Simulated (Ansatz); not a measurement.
Density of states of GaAs (F-43m) below the valence band maximum, r2SCAN with spin-orbit coupling, rigid bands (Ansatz, a first-principles code); cell volume 45.3 Å³.

```
energy from edge (eV)  10⁻³ states/eV/cell
---------------------  -------------------
0.006                                 9.89
0.031                                 24.8
0.056                                 36.4
0.081                                 48.2
0.106                                 60.8
0.131                                 74.5
0.156                                 89.1
0.181                                  105
0.206                                  121
0.231                                  138
0.256                                  155
0.281                                  173
0.319                                  198
0.344                                  215
0.369                                  231
0.394                                  247
0.419                                  262
0.444                                  277
0.469                                  291
0.494                                  306
0.519                                  321
0.544                                  335
0.569                                  350
0.594                                  366
```

Task: What effective density of states at 300 K does this give (∫ g(E) exp(−E/k_BT) dE, both spins, divided by the cell's size)?

Result: 1.2e19 cm⁻³, a density-of-states mass of 0.61 mₑ, valleys and band degeneracy included.

Geometry: cell and atoms relaxed with PBEsol.
